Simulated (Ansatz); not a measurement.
Amorphous Si$_{24}$O$_{48}$H$_{2}$, 74 atoms at 2.18 g/cm³, one PBE-relaxed geometry, zone centre. Methods: PBE, scalar-relativistic without spin-orbit coupling (Ansatz, a program for electronic structure); r2SCAN, scalar-relativistic without spin-orbit coupling (Ansatz); HSE06, scalar-relativistic without spin-orbit coupling (Ansatz). Plane waves to 420 eV (r2SCAN 500 eV); exact exchange is cut at the cell's faces. The usual formal charges leave 2 electrons over, so the level spacing at the Fermi energy parts defect or band states and needn't be the band gap. At PBE the levels at the filled edge of the gap are localised (band-tail or defect states), and the nearest spread-out levels lie 5.2 eV apart at the zone centre. The higher rungs were started with moments on some atoms, which died out.

Preparation: random packing, a CHGNet melt and quench, and a DFT relaxation. O atoms were pushed apart under 1.9 Å during the dynamics, to hinder bonds among them. The hot cell started wider than the set density and was brought back towards it in steps. It is the lowest in DFT energy of 2 quenches. It is a model cell: composition and starting density were chosen by hand, and all elements were melted together. No dispersion term was used. Its density started from a set value of 2.18 and ended at 2.18 g/cm³. The quench (nominally 670 K/ps over its main leg) was far faster than any real one, so the model tends to hold more defects than a real film. A cell of this size samples the disorder only roughly. The volume was held where the preparation left it, at a PBE pressure of -1.6 GPa (tension). Stress components on the final sampling reach 3.2 GPa. On a 2×2×2 Γ-centred mesh force components of up to 0.22 eV/Å stay, since the relaxation ran on the zone centre alone.

The relaxation ran on the zone centre alone. At PBE the level spacing at the Fermi energy is 1.85 eV on a 2×2×2 Γ-centred mesh, and the spacing at the zone centre alone 2.01 eV.

### Question
What zone-centre spacing does r2SCAN give, roughly?

### Answer
2.35 eV (+0.34 eV against PBE).

### Question
What zone-centre spacing does HSE06 give, roughly?

### Answer
3.01 eV (+1.00 eV against PBE).

The highest filled and the lowest empty state spread over these numbers of atoms (participation numbers): PBE: 3.5 and 54.7; r2SCAN: 3.2 and 55.6; HSE06: 3.1 and 57.3.
